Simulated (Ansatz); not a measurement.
# HfN: energy against strain

HfN (rock salt, Fm-3m, 11.152 Å³/atom at rest, cube axes along x, y and z) under a strain ε along a cube axis (axis z), the other axes held. LDA in Ansatz, a plane-wave DFT program (PAW, default set), 420 eV, 22×22×22 Γ-centred mesh, Fermi-Dirac smearing 0.10 eV; ions are relaxed within the symmetry of each cell.

Here s stands for strain and y for E less E0.

| strain (%) | E less E0 (meV/atom) |
|---|---|
| -1.50 | 5.56 |
| -1.00 | 2.40 |
| -0.50 | 0.57 |
| 0.00 | 0.00 |
| 0.50 | 0.60 |
| 1.00 | 2.31 |
| 1.50 | 5.07 |
| 3.00 | ? |

Taking a parabola for y over the 7 complete rows: Least squares gives y = -0.005 - 0.1157·s + 2.3638·s². Residuals (row less fit): 0.073, -0.075, -0.074, 0.005, 0.072, 0.067, -0.070; standard error 0.088 (degrees of freedom: 4). Twice the quadratic coefficient over the volume, 2 × 2.3638 meV × 10⁴ × 0.1602 / 11.152 Å³, is the elastic constant C11 = 679 ± 11 GPa.

Problem. Predict the withheld y at s = 3.00 from the fit, and compare with the calculation.

Solution. y = -0.005 - 0.1157 × 3.0 + 2.3638 × 3.0² = 20.922 meV/atom. The calculation gives 18.99 meV/atom, 1.932 meV/atom below the prediction (10.2 % of the range of y in the table). The row lies outside the fitted rows, so this is an extrapolation. From the scatter of the fitted rows alone, a prediction at this place has a standard error of 0.336 meV/atom, so the miss is 5.7 times that.

One order more, fitted to all 13 runs of the series, follows each within 0.02, so the miss is the next term of a smooth law. In a metal these values are sensitive to mesh and smearing; energies are taken to zero smearing, stresses follow the free energy. Rows are the converged runs of the series near zero and its far end; series whose fitted rows scatter by over a few per cent of the range, as at a crossing or softening among them, aren't shown in this form. Most that stay on the fit to the last digits aren't either.
